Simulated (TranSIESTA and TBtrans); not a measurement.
Junction: (SiH2)2 held by direct bond between the apex atoms of two Al(100) rods. Leads: fcc Al rod along [100], layers of 5 and 4 atoms, a = 4.04 Å. Geometry: as built, not relaxed. Transport runs along z; the first 18 and the last 18 of the 75 atoms are the lead cells, repeated to infinity.

```xyz
75
Lattice="14.213 0.000 0.000 0.000 14.213 0.000 0.000 0.000 38.063" Properties=species:S:1:pos:R:3 pbc="F F T"
Al     7.107     7.107     0.000
Al     9.963     7.107     0.000
Al     7.107     9.963     0.000
Al     4.250     7.107     0.000
Al     7.107     4.250     0.000
Al     8.535     8.535     2.020
Al     5.678     8.535     2.020
Al     8.535     5.678     2.020
Al     5.678     5.678     2.020
Al     7.107     7.107     4.040
Al     9.963     7.107     4.040
Al     7.107     9.963     4.040
Al     4.250     7.107     4.040
Al     7.107     4.250     4.040
Al     8.535     8.535     6.060
Al     5.678     8.535     6.060
Al     8.535     5.678     6.060
Al     5.678     5.678     6.060
Al     7.107     7.107     8.080
Al     9.963     7.107     8.080
Al     7.107     9.963     8.080
Al     4.250     7.107     8.080
Al     7.107     4.250     8.080
Al     8.535     8.535    10.100
Al     5.678     8.535    10.100
Al     8.535     5.678    10.100
Al     5.678     5.678    10.100
Al     7.107     7.107    12.120
Al     9.963     7.107    12.120
Al     7.107     9.963    12.120
Al     4.250     7.107    12.120
Al     7.107     4.250    12.120
Al     8.535     8.535    14.140
Al     5.678     8.535    14.140
Al     8.535     5.678    14.140
Al     5.678     5.678    14.140
Al     7.107     7.107    16.160
Si     7.833     6.677    18.300
Si     6.380     7.536    19.763
H      9.153     7.292    18.503
H      7.931     5.225    18.503
H      6.283     8.989    19.559
H      5.060     6.921    19.559
Al     7.107     7.107    21.903
Al     8.535     8.535    23.923
Al     5.678     8.535    23.923
Al     8.535     5.678    23.923
Al     5.678     5.678    23.923
Al     7.107     7.107    25.943
Al     9.963     7.107    25.943
Al     7.107     9.963    25.943
Al     4.250     7.107    25.943
Al     7.107     4.250    25.943
Al     8.535     8.535    27.963
Al     5.678     8.535    27.963
Al     8.535     5.678    27.963
Al     5.678     5.678    27.963
Al     7.107     7.107    29.983
Al     9.963     7.107    29.983
Al     7.107     9.963    29.983
Al     4.250     7.107    29.983
Al     7.107     4.250    29.983
Al     8.535     8.535    32.003
Al     5.678     8.535    32.003
Al     8.535     5.678    32.003
Al     5.678     5.678    32.003
Al     7.107     7.107    34.023
Al     9.963     7.107    34.023
Al     7.107     9.963    34.023
Al     4.250     7.107    34.023
Al     7.107     4.250    34.023
Al     8.535     8.535    36.043
Al     5.678     8.535    36.043
Al     8.535     5.678    36.043
Al     5.678     5.678    36.043
```

Run with TranSIESTA and TBtrans (open boundaries, self-consistent; PseudoDojo norm-conserving potentials, scalar-relativistic): PAO.BasisSize SZP, PAO.EnergyShift 0.15 eV, XC.Authors PBE, Mesh.Cutoff 150 Ry, ElectronicTemperature 300 K, TS.Voltage 0.0 eV, TBT.Elecs.Eta 0.001 eV, no spin polarisation.

Energies count from the leads' Fermi level. Transmissions are for one spin of a degenerate pair. The energy step is 0.02 eV; narrower resonances are cut or missed.

```tsv
E (eV)	T
-0.20	0.0255
-0.16	0.0266
-0.12	0.0282
-0.08	0.0304
-0.04	0.0337
0.00	0.0390
0.04	0.0627
0.08	0.121
0.12	0.151
0.16	0.174
0.20	0.193
```

### Question
Give the zero-bias conductance in μS and the resistance at 300 K.

### Answer
At the Fermi level T = 0.0390. Averaged with −∂f/∂E over the full grid (kT = 25.9 meV) it is 0.0500, well away from the value at one energy, as T changes fast within a few kT. With G0 = 2e²/h = 77.48 μS, G = 3.87 μS and R = 1/G = 258 kΩ.

### Question
Estimate the thermopower by Mott's formula S = −(π²/3)(kB²T/e) d ln T/dE from the rows at -0.04 and 0.04 eV.

### Answer
d ln T/dE = 7.76 eV⁻¹ and (π²/3) kB²T/e = 7.33 μV/K · eV, so S = -57 μV/K; the full integral gives -71 μV/K. A negative sign means that T rises with energy over the thermal window.

### Question
Estimate the current at 0.3 V in linear response, and compare with the self-consistent run.

### Answer
I = G V = 3.87 μS × 0.3 V = 1.16 μA; the self-consistent run gives 1.90 μA, 1.64 of it. Linear response leaves out the change of T over the bias window and the shift of levels under bias.

The leads' channel count changes near 0.03 eV, within the thermal window, so values at the Fermi level hang on where that band edge falls. Semilocal functionals put molecular levels too close to the Fermi level and tend to overestimate such conductances.
